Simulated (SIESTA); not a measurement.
Band structure of CdSe (F-43m, 2 atoms in the cell).

```
CELL_PARAMETERS angstrom
      0.00000     3.04202     3.04202
      3.04202     0.00000     3.04202
      3.04202     3.04202     0.00000
ATOMIC_POSITIONS crystal
  Cd 0.00000 0.00000 0.00000
  Se 0.75000 0.75000 0.75000
```

Method: GGA PBE, numerical atomic orbitals DZP, PseudoDojo PBE standard norm-conserving potentials (rewritten from UPF to PSML) in SIESTA.

Settings: XC.functional = GGA; XC.authors = PBE; potentials = PseudoDojo PBE standard; PAO.BasisSize = DZP; PAO.EnergyShift = 0.01 Ry; MeshCutoff = 300 Ry; kgrid.MonkhorstPack = 6 6 6; OccupationFunction = FD; ElectronicTemperature = 10 K; MaxSCFIterations = 150; SCF.Mixer.Method = Pulay; SCF.Mixer.Weight = 0.2; SCF.Mixer.History = 8; SCF.DM.Tolerance = 1.0E-04.

The starting cell comes from a database of computed structures (which also holds hypothetical and non-ambient phases and stackings), without a prior relaxation at this level. Its lattice was rescaled by a random factor within 2.5 % of one. Values carry the incompleteness of an atom-centred basis.

Predict the gap along the standard path and the places of the band edges.

The gap along the path is 0.83 eV, direct at Γ to within 0.01 eV.

Levels in eV from the top of the valence band on the path, bands 15 to 19:
```tsv
point	15	16	17	18	19
Γ	-7.51	0.00	0.00	0.00	0.83
X	-7.16	-4.05	-1.86	-1.86	3.60
W	-7.03	-3.97	-2.24	-2.21	5.49
K	-7.06	-4.01	-2.53	-1.51	4.18
L	-7.20	-4.42	-0.73	-0.73	2.70
U	-7.06	-4.01	-2.53	-1.51	4.18
```

Higher empty bands are left out: an atom-centred basis made for the valence describes them poorly.
